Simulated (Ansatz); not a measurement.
**W3Re (model structure, started from the D019 type, P6₃/mmc, No. 194, 8 atoms in the cell)**

Computed with LDA (PAW; Ansatz, a program for electronic structure).

Run with plane-wave cutoff 520 eV, 12×12×12 k mesh, Fermi–Dirac smearing 0.05 eV, no spin polarisation, scalar-relativistic PAW data made under PBE.

Cell (relaxed at this level):

ReW₃ is modelled in the hexagonal space group P6₃/mmc (No. 194), Pearson symbol hP8. Lattice parameters: a = b = 5.4745 Å, c = 4.7367 Å, α = β = 90.00°, γ = 120.00°. W on 6h has 8 W at 2.722–2.852 Å and 4 Re at 2.737–2.842 Å (anticuboctahedral). Re on 2c is coordinated by 12 W at 2.737–2.842 Å (anticuboctahedral). (Neighbours: up to the widest gap in distance over summed covalent radii, below 1.35, at either atom.)

For W3Re (model structure, started from the D019 type, P6₃/mmc, No. 194, 8 atoms in the cell), the bulk modulus B0 is 326 GPa.

Note: the run has no spin polarisation, so it can have missed a magnetic state; the bulk modulus is −V dP/dV from two relaxed cells at ±2 % in volume; the relaxation could raise the start's symmetry but not lower it, so the cell can be a saddle point.

Spin–orbit coupling is not included.

Static lattice: no zero-point or thermal effects.

A model structure was made by putting elements into a prototype or built by hand; it is no filed structure, need not be a known phase, and can be a saddle point held by its symmetry.
